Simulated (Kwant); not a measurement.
Model system: armchair graphene on boron nitride (staggered potential) ribbon with Kane-Mele spin-orbit coupling. 18 dimer lines, bond 0.142 nm, hopping 2.7 eV, scattering region 9.9 nm long; sites with one neighbour are removed; energy swept from -1.82 to 1.82 eV from the neutrality point. Staggered potential ±Δ on the two sublattices, Δ = 0.65 eV. Second-neighbour term iλ/(3√3) ν σz with λ = 0.45 eV, Rashba hopping 0 eV, exchange ±0 eV σz in the scattering region alone; these strengths are model values, not the material's.

Constants are typed, rounded textbook-type inputs, not results; the design itself was drawn at random and stands for no fabricated device.

Kwant, nearest-neighbour tight-binding model of a honeycomb sheet with an imaginary second-neighbour term, both spins, coherent transport at 0 K. Conductance is in e²/h.

Task: Is the sheet in its topological phase, how wide is its bulk gap, and what conductance is due inside it?

Result: At the two valleys the masses are λ ± Δ = 1.10 and -0.200 eV; the bulk gap is 2|λ − Δ| = 0.400 eV. λ < Δ, so the phase is trivial, and the gap gives G = 0. Simulated at 0.0607 eV: 0 e²/h.
